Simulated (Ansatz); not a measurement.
System: Al-vacancy pair (Al on one host Ir site, one Ir site vacant) in fcc Ir (neutral cell). These are PBE, PAW (plane waves to 420 eV; Ansatz, a program for electronic structure) values and carry that method's errors.

Cell of 32 host sites held at the relaxed PBE lattice; a 2×2×2 k-point mesh shifted by half a step; Fermi-Dirac width 0.10 eV, spin-restricted; finite-size errors left in. Static, classical nuclei. Spin-orbit coupling is left out. Forms of the defect that were not tried may lie lower. The start lies 0.067 eV above the lowest site run (PBE).

Barriers: single points on a 4×4×4 k-point mesh shifted by half a step at the bands' geometries (they differ from the bands' own by up to 0.21 eV, and are uncertain by about as much).

The step: a nearby Ir atom hops onto the vacant site (Al-vacancy distance between ideal sites 2.74 → 4.74 Å). Atoms about the jump, Cartesian Å from the middle of the jump, before and after:

```json
[
 {"atom": "Ir1", "x0": "-0.96", "y0": "0.95", "z0": "-0.01", "x1": "0.96", "y1": "-0.95", "z1": "0.01"},
 {"atom": "Ir2", "x0": "0.97", "y0": "0.94", "z0": "1.90", "x1": "0.94", "y1": "0.96", "z1": "1.91"},
 {"atom": "Ir3", "x0": "0.97", "y0": "0.96", "z0": "-1.94", "x1": "0.95", "y1": "0.96", "z1": "-1.93"},
 {"atom": "Ir4", "x0": "-0.96", "y0": "-0.97", "z0": "1.91", "x1": "-0.97", "y1": "-0.96", "z1": "1.91"},
 {"atom": "Ir5", "x0": "-0.98", "y0": "-0.97", "z0": "-1.94", "x1": "-0.98", "y1": "-0.95", "z1": "-1.93"},
 {"atom": "Ir6", "x0": "0.97", "y0": "2.88", "z0": "0.00", "x1": "0.96", "y1": "2.87", "z1": "0.01"},
 {"atom": "Ir7", "x0": "2.89", "y0": "0.95", "z0": "-0.01", "x1": "2.90", "y1": "0.96", "z1": "-0.01"},
 {"atom": "Ir8", "x0": "-2.90", "y0": "-0.98", "z0": "-0.01", "x1": "-2.89", "y1": "-0.96", "z1": "-0.01"},
 {"atom": "Ir9", "x0": "-0.98", "y0": "-2.91", "z0": "-0.01", "x1": "-0.96", "y1": "-2.91", "z1": "-0.02"},
 {"atom": "Ir10", "x0": "-0.96", "y0": "2.90", "z0": "1.93", "x1": "-0.97", "y1": "2.88", "z1": "1.91"},
 {"atom": "Al11", "x0": "0.97", "y0": "-2.83", "z0": "-1.86", "x1": "0.97", "y1": "-2.91", "z1": "-1.95"},
 {"atom": "Ir12", "x0": "-0.98", "y0": "2.89", "z0": "-1.95", "x1": "-0.98", "y1": "2.87", "z1": "-1.94"},
 {"atom": "Ir13", "x0": "2.89", "y0": "-0.97", "z0": "1.91", "x1": "2.91", "y1": "-0.97", "z1": "1.93"}
]
```

Question: Predict the transition state.

Answer: 
```json
[
 {"atom": "Ir1", "x": "0.07", "y": "0.10", "z": "-0.01"},
 {"atom": "Ir2", "x": "1.00", "y": "1.01", "z": "2.10"},
 {"atom": "Ir3", "x": "1.01", "y": "1.01", "z": "-2.12"},
 {"atom": "Ir4", "x": "-1.01", "y": "-1.02", "z": "2.01"},
 {"atom": "Ir5", "x": "-1.03", "y": "-1.02", "z": "-2.03"},
 {"atom": "Ir6", "x": "0.92", "y": "2.77", "z": "0.03"},
 {"atom": "Ir7", "x": "2.83", "y": "0.91", "z": "-0.01"},
 {"atom": "Ir8", "x": "-2.88", "y": "-0.96", "z": "-0.01"},
 {"atom": "Ir9", "x": "-0.97", "y": "-2.91", "z": "-0.02"},
 {"atom": "Ir10", "x": "-0.98", "y": "2.89", "z": "1.90"},
 {"atom": "Al11", "x": "0.97", "y": "-2.83", "z": "-1.80"},
 {"atom": "Ir12", "x": "-0.98", "y": "2.89", "z": "-1.93"},
 {"atom": "Ir13", "x": "2.90", "y": "-0.99", "z": "1.91"}
]
```
It lies 2.48 eV above the start and 2.55 eV above the end. The saddle point's order was not checked.
